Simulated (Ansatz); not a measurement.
Levels about the gap of amorphous Hf18O37Sr (56 atoms in a cell of 729 Å³, 8.87 g/cm³; zone centre alone, so wide bands show as single levels with stretches between that a denser mesh fills), at the geometry that PBE relaxed, where it gives 0.1 GPa on a denser mesh. The participation number counts the atoms over which a state spreads; weights are charges in smoothed Voronoi cells. The levels come from a single point, so bond lengths are those of that geometry. Method of the levels: r2SCAN, scalar-relativistic without spin-orbit coupling (Ansatz, a quantum-chemistry and plane-wave program). Sampling: the zone centre alone; Fermi-Dirac width 0.02 eV; no spin polarisation. At PBE the levels at the filled edge of the gap are localised (band-tail or defect states).

It comes from a melt-quench run on a machine-learned potential (CHGNet), relaxed afterwards by DFT. O atoms were pushed apart under 1.9 Å during the dynamics, to hinder bonds among them. The hot cell started wider than the set density and was brought back towards it in steps. It is the lowest in DFT energy of 2 quenches. It is a model cell: composition and starting density were chosen by hand, and all elements were melted together. No dispersion term was used. Its density started from a set value of 8.83 and ended at 8.87 g/cm³. Cooling (nominally 450 K/ps over its main leg) ran many orders faster than in experiment, which tends to leave more defects and strain. One small periodic cell is one sample of the glass; other quenches scatter about these values. Volume and shape were free in the relaxation.

```csv
"E - E(highest filled), eV",filling,participation number,largest on,weight O,weight Hf,weight Sr
-0.47,filled,20.7,"O, 4 neighbours",0.95,0.05,0.00
-0.44,filled,15.1,"O, 3 neighbours",0.95,0.05,0.00
-0.36,filled,16.0,"O, 2 neighbours",0.94,0.05,0.00
-0.32,filled,14.7,"O, 3 neighbours",0.95,0.05,0.00
-0.25,filled,15.2,"O, 4 neighbours",0.94,0.06,0.00
-0.15,filled,15.8,"O, 2 neighbours",0.95,0.05,0.00
0.00,filled,7.6,"O, 3 neighbours",0.94,0.06,0.00
4.38,empty,12.8,"Hf, 6 neighbours",0.35,0.64,0.01
4.55,empty,32.3,"Hf, 6 neighbours",0.47,0.52,0.01
4.63,empty,20.8,"Hf, 6 neighbours",0.39,0.60,0.01
4.76,empty,30.2,"Hf, 7 neighbours",0.39,0.61,0.00
4.85,empty,23.6,"Hf, 6 neighbours",0.36,0.64,0.00
4.94,empty,27.1,"Hf, 6 neighbours",0.39,0.58,0.03
4.99,empty,15.6,"Hf, 6 neighbours",0.35,0.65,0.00
```

Most localised among these is the filled level at +0.00 eV, on a O atom, which has 3 neighbours (Hf 1.99 Å, Hf 2.06 Å, Hf 2.33 Å).
